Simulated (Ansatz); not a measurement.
Base system: NiGe (space group Pnma, No. 62; a = 5.3250 Å, b = 3.4413 Å, c = 5.8000 Å; non-magnetic). Axes: x, y, z lie along a, b, c of the conventional cell.

Method: r2SCAN (Ansatz, a first-principles code, PAW, without spin-orbit coupling).

Before the change:

| Item | Value |
|---|---|
| Band gap | zero |
| Pressure | 0.0 GPa |

It is then changed as follows: the cell is compressed by 1.02 % along z with no lateral relaxation, atoms relaxed at fixed cell.

Question: What does the calculation give for the band gap, energy relative to the base and pressure after the change?

Answer: The band gap stays zero; the energy goes up by 1.0 meV/atom; the pressure (mean of the normal stresses, compression positive) goes from zero to 1.5 GPa.

Without a gap, meshes like the base's 9×14×8 leave anisotropic stresses uncertain by several tenths of a GPa, and small strain energies with them. The cells carry an imposed strain or load. Whether these cells are dynamically stable was not tested. Starting moments died away, wholly or in part, for the base; another magnetic solution may exist. The final runs are not spin-polarised.
